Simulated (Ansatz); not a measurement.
Take ZnGeP₂ in the chalcopyrite structure (space group I-42d, No. 122; a = 5.4999 Å, c = 10.8447 Å) as the base. Axes: x, y, z lie along a, b, c of the conventional cell.

Level of theory: PBE, PAW, 420 eV (Ansatz, an electronic-structure program; spin-orbit coupling left out).

For the base:

| Quantity | Value |
|---|---|
| Pressure | 0.00 GPa |

It is then changed as follows: uniaxial strain ε_zz = −0.75 %, all other strain components held at zero; the atoms relax in the strained cell.

**Question.** What does the calculation give for the pressure after the change?

**Answer.** The pressure (mean of the normal stresses, compression positive) goes from zero to 0.57 GPa.

No phonon test of stability was made.
